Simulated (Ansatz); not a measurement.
C (model structure, P4₂/mmc, No. 131, 6 atoms in the cell), treated with LDA (Ansatz, a first-principles code, plane waves, PAW).

The input as run:

Ansatz 0.2 input:
```yaml
crystal:
  lattice:
    - [2.5479171383, 0.0, 0.0]
    - [0.0, 2.5479171383, 0.0]
    - [0.0, 0.0, 5.8947288103]
  atoms:
    - { symbol: C, position: [0.0, 0.0, 0.75] }
    - { symbol: C, position: [0.0, 0.0, 0.25] }
    - { symbol: C, position: [0.5, 0.0, 0.8878105508] }
    - { symbol: C, position: [0.5, 0.0, 0.1121894492] }
    - { symbol: C, position: [0.0, 0.5, 0.3878105508] }
    - { symbol: C, position: [0.0, 0.5, 0.6121894492] }
basis:
  ecutwfc: 520
  ecutrho_ratio: 4
  xc_grid: 2
kpoints:
  mp_grid: { grid: [22, 22, 10] }
hamiltonian:
  xc: lda
  dispersion: none
  pseudopotentials: { kind: paw }
scf:
  occupations: { method: fermi_dirac, width: 0.05 }
output:
  forces: true
  stress: true
  eigenvalues: true
relax:
  f_tol: 0.004
  escape_saddle: false
  max_steps: 80
  cell: { stress_tol: 0.02, fix: [volume] }
```

The run printed, among other lines:

```
Relaxation: its limit of steps is 80 (relax.max_steps)
Crystal: 6 atoms, lattice volume = 38.268 Å³
Basis set: ecut = 520 eV, 1033 PW (Γ), exchange–correlation on 40×40×90 points (8 copies of the dense FFT grid, shifted against one another)
Bands: 18, of which v1, the nominal top of the filled ones, is band 12 counted from 1 (11 counted from 0)
Symmetry: 16 space group operations
Space group: P42/mmc (ITA 131), of the structure as read, at distance tolerance 3.4e-5 Å
k-points: 468 of 4840
Functional: x = slater, c = lda
SCF iter   1: F=—  HF=-1454.912549 eV  |F-HF|=—  |Δ(HF+E_count)|=         —  Δρ=1.58e-2  dr2=6.61e-2
SCF iter   2: F=—  HF=-1454.897711 eV  |F-HF|=—  |Δ(HF+E_count)|=   1.48e-2  Δρ=9.19e-3  dr2=2.48e-2
  ...
SCF 1 converged in 6 iterations: F = -1454.887964 eV  dr2 = 4.40e-8
Crystal: 6 atoms, lattice volume = 38.268 Å³
Initial density: handed on by an earlier stage of this run
SCF 2 converged in 6 iterations: F = -1454.889534 eV  dr2 = 3.74e-12
Crystal: 6 atoms, lattice volume = 38.268 Å³
SCF 3 converged in 6 iterations: F = -1454.889690 eV  dr2 = 4.91e-13
Crystal: 6 atoms, lattice volume = 38.268 Å³
SCF 4 converged in 6 iterations: F = -1454.889695 eV  dr2 = 8.33e-14
Crystal: 6 atoms, lattice volume = 38.268 Å³
SCF iter   6: F=-1454.889697 eV  HF=-1454.889697 eV  |F-HF|=0.00e0  |Δ(HF+E_count)|=  2.27e-13  Δρ=6.96e-9  dr2=1.32e-14
SCF iter   7: F=-1454.889697 eV  HF=-1454.889697 eV  |F-HF|=2.27e-13  |Δ(HF+E_count)|=  2.27e-13  Δρ=4.68e-9  dr2=7.58e-15
SCF 5 converged in 7 iterations: F = -1454.889697 eV  dr2 = 7.58e-15
SCF converged after 7 iterations
Free energy (F): -1454.889697 eV
Internal energy: -1454.883388 eV  (E = F + TS)
E sigma→0 (E₀):  -1454.886543 eV
Fermi energy:    11.607746 eV
--- Forces (eV/Å), atoms counted from 1 ---
  atom   1  C     -0.00000000     0.00000000    -0.00000000
  atom   2  C      0.00000000     0.00000000     0.00000000
  atom   3  C      0.00000000     0.00000000    -0.00006070
  atom   4  C     -0.00000000     0.00000000     0.00006070
  atom   5  C     -0.00000000     0.00000000    -0.00006070
  atom   6  C      0.00000000     0.00000000     0.00006070
--- Stress (GPa, compression-positive) ---
        7.260082       0.000000      -0.000000
        0.000000       7.260082      -0.000000
       -0.000000      -0.000000       7.264480
  P = ⅓ Tr σ = 7.2615 GPa (72.615 kbar)
```

The cell is one volume of an energy–volume scan, off the minimum.

The PAW data were made under PBE.

Note: the relaxation could raise the start's symmetry but not lower it, so the cell can be a saddle point.

Cost on a shared machine: very roughly 110 core-seconds.

A model structure was made by putting elements into a prototype or built by hand; it is no filed structure, need not be a known phase, and can be a saddle point held by its symmetry.
